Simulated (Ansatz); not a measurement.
Levels about the gap of amorphous IGZO (In6Ga12Zn6O33) (57 atoms in a cell of 722 Å³, 5.63 g/cm³; zone centre alone, so wide bands show as single levels with stretches between that a denser mesh fills), at the geometry that PBE relaxed, where it gives 0.1 GPa on a denser mesh. Exact exchange is cut at the faces of this small cell, which leaves a finite-size error. The participation number counts the atoms over which a state spreads; weights are charges in smoothed Voronoi cells. The levels come from a single point, so bond lengths are those of that geometry. Method of the levels: HSE06, scalar-relativistic without spin-orbit coupling (Ansatz, a quantum-chemistry and plane-wave program). Sampling: the zone centre alone; Fermi-Dirac width 0.02 eV; no spin polarisation. At PBE the levels at the filled edge of the gap are localised (band-tail or defect states).

It comes from a melt-quench run on a machine-learned potential (CHGNet), relaxed afterwards by DFT. O atoms were pushed apart under 1.9 Å during the dynamics, to hinder bonds among them. It is the lowest in DFT energy of 2 quenches. It is a model cell: composition and starting density were chosen by hand, and all elements were melted together. No dispersion term was used. Its density started from a set value of 5.59 and ended at 5.63 g/cm³. The quench (nominally 170 K/ps over its main leg) was far faster than any real one, so the model tends to hold more defects than a real film. One small periodic cell is one sample of the glass; other quenches scatter about these values. The volume was free in the relaxation, at fixed shape. Stress components on the final sampling reach 3.2 GPa.

| E - E(highest filled), eV | filling | participation number | largest on | weight O | weight In | weight Ga | weight Zn |
|---|---|---|---|---|---|---|---|
| -0.58 | filled | 18.1 | O, 3 neighbours | 0.87 | 0.02 | 0.03 | 0.08 |
| -0.49 | filled | 10.2 | O, 4 neighbours | 0.90 | 0.02 | 0.02 | 0.07 |
| -0.47 | filled | 13.0 | O, 3 neighbours | 0.88 | 0.02 | 0.03 | 0.08 |
| -0.43 | filled | 11.3 | O, 3 neighbours | 0.88 | 0.03 | 0.02 | 0.06 |
| -0.33 | filled | 10.6 | O, 3 neighbours | 0.90 | 0.02 | 0.02 | 0.06 |
| -0.16 | filled | 13.5 | O, 4 neighbours | 0.84 | 0.02 | 0.01 | 0.12 |
| 0.00 | filled | 3.4 | O, 3 neighbours | 0.89 | 0.01 | 0.02 | 0.08 |
| 2.34 | empty | 48.7 | In, 5 neighbours | 0.50 | 0.20 | 0.20 | 0.10 |
| 4.97 | empty | 20.2 | In, 5 neighbours | 0.53 | 0.31 | 0.12 | 0.05 |
| 5.38 | empty | 23.1 | In, 5 neighbours | 0.55 | 0.31 | 0.10 | 0.04 |
| 5.42 | empty | 29.0 | In, 5 neighbours | 0.55 | 0.24 | 0.17 | 0.04 |
| 5.63 | empty | 21.9 | In, 6 neighbours | 0.56 | 0.28 | 0.13 | 0.03 |
| 5.89 | empty | 32.7 | In, 5 neighbours | 0.55 | 0.18 | 0.18 | 0.08 |
| 6.11 | empty | 44.4 | In, 6 neighbours | 0.56 | 0.11 | 0.22 | 0.11 |

Most localised among these is the filled level at +0.00 eV, on a O atom, which has 3 neighbours (Ga 2.00 Å, Zn 2.02 Å, In 2.11 Å).
